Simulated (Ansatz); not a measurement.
Take Ti$_{3}$Al (space group P6_3/mmc, No. 194; a = 5.755 Å, c = 4.655 Å) as the base.

(Cell as relaxed with PBE.)

Levels (all Ansatz, a first-principles code, PAW, earlier PAW set): PBE (420 eV, no SOC); r2SCAN (500 eV, scalar-relativistic without spin-orbit coupling).

Each level relaxes its own structure.

| base | PBE | r2SCAN |
|---|---|---|
| volume per atom | 16.69 Å³ | 16.56 Å³ |
| lattice parameter a | 5.755 Å | 5.747 Å |
| band gap | zero | zero |

One thing is altered: a hydrostatic pressure of 9 GPa.

| quantity | PBE | r2SCAN |
|---|---|---|
| band gap | zero | ? |
| lattice parameter a | 5.618 Å | ? |

### Question
Predict the r2SCAN column.

### Answer

- band gap, r2SCAN: zero
- lattice parameter a, r2SCAN: 5.617 Å

The two agree on the band gap. Neither level is exact; r2SCAN is the comparison here, not a measurement.

Load acts through the strain it causes; cell and atoms are relaxed under it. No phonon test of stability was made. Competing high-pressure phases were not computed. All final runs are without spin polarisation.
